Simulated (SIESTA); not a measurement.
Band structure of BN (P6_3mc, 4 atoms in the cell).

```xyz
4
Lattice="2.5164 0.0000 0.0000 -1.2582 2.1793 0.0000 0.0000 0.0000 4.1647" Properties=species:S:1:pos:R:3 pbc="T T T"
B      1.2582     0.7264     4.1635
B      0.0000     1.4528     2.0812
N      1.2582     0.7264     2.6041
N      0.0000     1.4528     0.5218
```

Method of the run: GGA PBE, numerical atomic orbitals DZP, PseudoDojo PBE standard norm-conserving potentials (rewritten from UPF to PSML) in SIESTA.

Settings: XC.functional = GGA; XC.authors = PBE; potentials = PseudoDojo PBE standard; PAO.BasisSize = DZP; PAO.EnergyShift = 0.01 Ry; MeshCutoff = 300 Ry; kgrid.MonkhorstPack = 10 10 6; OccupationFunction = FD; ElectronicTemperature = 10 K; MaxSCFIterations = 150; SCF.Mixer.Method = Pulay; SCF.Mixer.Weight = 0.1; SCF.Mixer.History = 6; SCF.DM.Tolerance = 1.0E-04.

The starting cell comes from a database of computed structures (which also holds hypothetical and non-ambient phases and stackings), without a prior relaxation at this level. Its lattice was rescaled by a random factor within 2.5 % of one. Values carry the incompleteness of an atom-centred basis.

Task: Predict the gap along the standard path and the places of the band edges.

Result: The gap along the path is 5.22 eV, from Γ to K; the smallest direct gap on it is 8.56 eV.

Levels in eV from the top of the valence band on the path, bands 5 to 9:
| point | 5 | 6 | 7 | 8 | 9 |
|---|---|---|---|---|---|
| Γ | -2.21 | -0.28 | 0.00 | 0.00 | 8.58 |
| M | -7.14 | -5.19 | -4.59 | -2.20 | 6.97 |
| K | -7.37 | -5.67 | -5.61 | -5.61 | 5.22 |
| A | -1.23 | -1.23 | -1.23 | -1.23 | 10.03 |
| L | -3.93 | -3.93 | -3.72 | -3.72 | 6.83 |
| H | -8.03 | -8.03 | -3.17 | -3.17 | 9.82 |

Higher empty bands are left out: an atom-centred basis made for the valence describes them poorly.
